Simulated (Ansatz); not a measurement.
Surface: Si(111) 1x1 surface, 6 top atoms, 3 bilayers, bottom bilayer H-capped and fixed, every top atom capped by Br; cell 11.5 x 6.6 Å; about 9 Å thick over its heavy atoms, 18 atoms held. Calculation: PBE-D3(BJ) (plane waves to 420 eV, PAW; Ansatz, a quantum-chemistry and plane-wave program). Sampling: 1x2x1 k points. The slab states were run without spin polarisation. No spin-orbit coupling. Slab thickness, cell and mesh are as stated and are not converged limits. Barriers come from a climbing-image nudged elastic band between relaxed ends, or a saddle search from its top (force threshold 0.05 eV/Å), without zero-point or thermal terms. A partial Hessian shows a single imaginary mode at the top, within the atoms moved. The relaxed ends are local minima reached from one prepared geometry each.

Consider this step: SiCl4 swaps its Cl for the surface Br. Bonds to break: Si(17)-Br(31), Si(a0)-Cl(a1). Bonds to form or keep: Si(17)-Cl(a1), Br(31)-Si(a0).

Relaxed start, atoms near the reaction:

```
atom    x (Å)  y (Å)   z (Å)
------  -----  -----  ------
Si(1)   1.915  3.341   9.514
Br(15)  1.933  3.365  11.750
Si(16)  3.834  0.020   9.513
Si(17)  5.747  3.339   9.489
Si(18)  5.749  1.119   8.744
Si(19)  3.827  4.444   8.743
Si(20)  5.751  1.121   6.398
Si(21)  3.833  4.443   6.398
Br(30)  3.846  6.678  11.749
Br(31)  5.761  3.361  11.721
Si(32)  7.665  6.659   9.514
Si(33)  9.580  3.340   9.516
Si(35)  7.666  4.443   8.744
Si(37)  7.670  4.444   6.399
Br(46)  7.662  6.675  11.751
Br(47)  9.582  3.361  11.753
Si(a0)  5.452  3.157  15.685
Cl(a1)  3.788  2.213  14.985
Cl(a2)  5.472  5.086  15.034
Cl(a3)  7.110  2.188  15.007
Cl(a4)  5.442  3.133  17.721
```

Question: Is there a barrier, and what are it and the reaction energy?

Answer: Barrier 3.02 eV forward and 2.99 eV back, reaction energy +0.03 eV (the top comes from a saddle search started at the highest image of an unfinished band).

Question: How long are the bonds that change, at the top of the path?

Answer: 
| pair | start (Å) | top (Å) | end (Å) |
|---|---|---|---|
| Si(17)-Br(31) | 2.23 | 2.66 | 5.77 |
| Si(17)-Cl(a1) | 5.94 | 2.35 | 2.07 |
| Br(31)-Si(a0) | 3.98 | 2.48 | 2.20 |
| Si(a0)-Cl(a1) | 2.04 | 2.33 | 4.00 |
